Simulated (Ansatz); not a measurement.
# Hypothetical diamond Mn under a change: pressure 5 GPa

Consider Mn in the diamond structure (space group Fd-3m, No. 227; a = 4.883 Å; non-magnetic; a hypothetical phase, not in the database extracts checked).

Modification: cell and atoms relaxed at a pressure of 5 GPa.

Computed with DFT with PBEsol, PAW potentials and a 420 eV plane-wave cutoff in Ansatz (a quantum-chemistry and plane-wave program), scalar-relativistic without spin-orbit coupling. Γ-centred 16×16×16 mesh, Fermi–Dirac width 0.05 eV.

| quantity | base | changed | shift |
|---|---|---|---|
| volume per atom | 14.55 Å³ | 14.13 Å³ | -0.42 Å³ |
| lattice parameter a | 4.883 Å | 4.835 Å | -0.0472 Å |
| shortest interatomic distance | 2.114 Å | 2.094 Å | -0.020 Å |
| band gap | zero | zero | – |

Final structure:

```xyz
2
Lattice="0.0000 2.4177 2.4177 2.4177 0.0000 2.4177 2.4177 2.4177 0.0000" Properties=species:S:1:pos:R:3 pbc="T T T"
Mn     1.2089     1.2089     1.2089
Mn     0.0000     0.0000     0.0000
```

Cost of the whole job for the changed cell (relaxation, final SCF and bands): about 25 core-seconds (a rough figure).

Load acts through the strain it causes; cell and atoms are relaxed under it. Whether these cells are dynamically stable was not tested. Competing high-pressure phases were not computed. Seeded moments were not kept for the base. The final runs are not spin-polarised.
